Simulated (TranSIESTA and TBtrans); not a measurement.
Device: tetrafluoro-1,4-phenylene held by thiolate S between the apex atoms of two Al(100) rods. Leads: fcc Al rod along [100], layers of 5 and 4 atoms, a = 4.04 Å. Geometry: as built, not relaxed. Transport runs along z; the first 18 and the last 18 of the 81 atoms are the lead cells, repeated to infinity.

```xyz
81
Lattice="14.213 0.000 0.000 0.000 14.213 0.000 0.000 0.000 40.336" Properties=species:S:1:pos:R:3 pbc="F F T"
Al     7.107     7.107     0.000
Al     9.963     7.107     0.000
Al     7.107     9.963     0.000
Al     4.250     7.107     0.000
Al     7.107     4.250     0.000
Al     8.535     8.535     2.020
Al     5.678     8.535     2.020
Al     8.535     5.678     2.020
Al     5.678     5.678     2.020
Al     7.107     7.107     4.040
Al     9.963     7.107     4.040
Al     7.107     9.963     4.040
Al     4.250     7.107     4.040
Al     7.107     4.250     4.040
Al     8.535     8.535     6.060
Al     5.678     8.535     6.060
Al     8.535     5.678     6.060
Al     5.678     5.678     6.060
Al     7.107     7.107     8.080
Al     9.963     7.107     8.080
Al     7.107     9.963     8.080
Al     4.250     7.107     8.080
Al     7.107     4.250     8.080
Al     8.535     8.535    10.100
Al     5.678     8.535    10.100
Al     8.535     5.678    10.100
Al     5.678     5.678    10.100
Al     7.107     7.107    12.120
Al     9.963     7.107    12.120
Al     7.107     9.963    12.120
Al     4.250     7.107    12.120
Al     7.107     4.250    12.120
Al     8.535     8.535    14.140
Al     5.678     8.535    14.140
Al     8.535     5.678    14.140
Al     5.678     5.678    14.140
Al     7.107     7.107    16.160
S      8.907     7.448    17.550
C      7.897     7.256    19.019
C      7.275     8.373    19.595
F      7.434     9.604    19.045
C      6.487     8.224    20.741
F      5.890     9.312    21.291
C      6.317     6.957    21.317
S      5.306     6.766    22.786
C      6.938     5.840    20.741
F      6.780     4.610    21.291
C      7.727     5.990    19.595
F      8.324     4.902    19.045
Al     7.107     7.107    24.176
Al     8.535     8.535    26.196
Al     5.678     8.535    26.196
Al     8.535     5.678    26.196
Al     5.678     5.678    26.196
Al     7.107     7.107    28.216
Al     9.963     7.107    28.216
Al     7.107     9.963    28.216
Al     4.250     7.107    28.216
Al     7.107     4.250    28.216
Al     8.535     8.535    30.236
Al     5.678     8.535    30.236
Al     8.535     5.678    30.236
Al     5.678     5.678    30.236
Al     7.107     7.107    32.256
Al     9.963     7.107    32.256
Al     7.107     9.963    32.256
Al     4.250     7.107    32.256
Al     7.107     4.250    32.256
Al     8.535     8.535    34.276
Al     5.678     8.535    34.276
Al     8.535     5.678    34.276
Al     5.678     5.678    34.276
Al     7.107     7.107    36.296
Al     9.963     7.107    36.296
Al     7.107     9.963    36.296
Al     4.250     7.107    36.296
Al     7.107     4.250    36.296
Al     8.535     8.535    38.316
Al     5.678     8.535    38.316
Al     8.535     5.678    38.316
Al     5.678     5.678    38.316
```

Run with TranSIESTA and TBtrans (open boundaries, self-consistent; PseudoDojo norm-conserving potentials, scalar-relativistic): PAO.BasisSize SZP, PAO.EnergyShift 0.15 eV, XC.Authors PBE, Mesh.Cutoff 150 Ry, ElectronicTemperature 300 K, TBT.Elecs.Eta 0.001 eV, no spin polarisation.

Problem. Give the current of both spins against bias, self-consistently and from the zero-bias transmission integrated over the bias window.

Solution. 
| V (V) | I self-consistent (μA) | I from the zero-bias T(E) (μA) |
|---|---|---|
| 0.3 | 0.143 | 0.183 |
| 0.6 | 0.401 | 0.493 |
| 0.9 | 0.679 | 0.971 |
| 1.2 | 0.954 | 1.81 |

Positive bias raises the left lead's chemical potential. The energy step is 0.02 eV; narrower resonances are cut or missed.

The leads' channel count changes near 0.03 eV, within the thermal window, so values at the Fermi level hang on where that band edge falls. Semilocal functionals put molecular levels too close to the Fermi level and tend to overestimate such conductances.
